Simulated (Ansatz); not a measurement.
Start from Ca in the fcc (Cu type) structure (space group Fm-3m, No. 225; a = 5.4558 Å; relaxed with 0.1 eV smearing). Axes: x, y, z lie along the cube axes.

The values are results of PBEsol (Ansatz, a first-principles code), spin-orbit coupling left out, not measurements.

For the base:

- Pressure: 0.0 GPa
- Volume per atom: 40.60 Å³

It is then changed as follows: tensile biaxial strain of 1.67 % in the plane normal to [111], as in epitaxy on a mismatched substrate; the out-of-plane cell vector and the atoms relax.

Problem. How does this affect the energy relative to the base, pressure and volume per atom?

Solution. The energy rises by 3.0 meV/atom; the pressure (mean of the normal stresses, compression positive) goes from zero to -0.5 GPa; the volume per atom rises by 1.10 Å³, from 40.60 Å³ to 41.70 Å³.

Stability against distortions was not tested.
